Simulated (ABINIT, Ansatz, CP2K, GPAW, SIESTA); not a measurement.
SrAlGe (P-6m2, 3 atoms in the cell) computed with different codes at matched settings

Self-consistent single point.

```xyz
3
Lattice="4.2965 0.0000 0.0000 -2.1483 3.7209 0.0000 0.0000 0.0000 4.7790" Properties=species:S:1:pos:R:3 pbc="T T T"
Sr     0.0000     0.0000     0.0000
Al     2.1483     1.2403     2.3895
Ge     0.0000     2.4806     2.3895
```

Shared settings, as Ansatz (an electronic-structure program) writes them: kpoints.mp_grid.grid = 6 6 5; scf.occupations.method = fermi_dirac; scf.occupations.width = 0.05 eV. Potentials and cutoffs stand in the table.

| code | model | pressure (GPa) | cutoff |
|---|---|---|---|
| GPAW | LDA (Perdew-Wang 92), GPAW PAW datasets LDA (gpaw-data 1.0.1) | -2.57 | 600 eV |
| SIESTA | LDA PW92, numerical atomic orbitals DZP, PseudoDojo LDA standard norm-conserving potentials (rewritten from UPF to PSML) | 1.01 | grid 400 Ry |
| ABINIT | LDA (PW92), norm-conserving pseudopotentials (PseudoDojo nc-sr-04 LDA standard) | -3.02 | 1061 eV |
| Ansatz | LDA (PW92), PAW files made with PBE | -2.93 | default |
| CP2K | LDA (Pade form), GPW, DZVP-MOLOPT-SR-GTH basis, GTH-PADE potentials (GTH_POTENTIALS) | -2.91 | grid 500 Ry |

The spread over the programs that give each value: pressure within 4.03 GPa.

SIESTA and CP2K use small atom-centred bases, whose incompleteness enters pressures, forces and empty levels differently from a plane-wave cutoff. Ansatz's pressure is given at a fixed set of plane waves, as the other plane-wave codes print theirs. In the pressure, SIESTA (by 3.94) lies more than 1 GPa from the median of the plane-wave programs.

The starting cell comes from a database of computed structures (which also holds hypothetical and non-ambient phases and stackings), without a prior relaxation at this level.

Left out of this page: Elk and FLEUR (not drawn, or without a comparable value).

Keys are those of Ansatz 0.2.
